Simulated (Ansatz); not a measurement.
**Point defect C on the N site + Si on the Al site in metastable zinc-blende AlN**

Computed with PBE, PAW (plane waves to 420 eV; Ansatz, a first-principles code). Set-up: 64-site cell; 2×2×2 shifted k-points; start: the N site; Al 1.91 Å away; not converged in cell size; relaxed from one start, so a lower configuration may exist.

Neighbours after relaxation, in Å: of the Si atom: C 1.80, N 1.83, N 1.83, N 1.83; of the C atom: Si 1.80, Al 1.94, Al 1.94, Al 1.94, N 2.98, N 2.98, N 2.98.

```json
[
 {"charge": "0", "moment (μB)": "not spin-polarised", "largest move off a lattice site (Å)": "0.10"}
]
```

All states together cost very roughly 120 core-seconds.
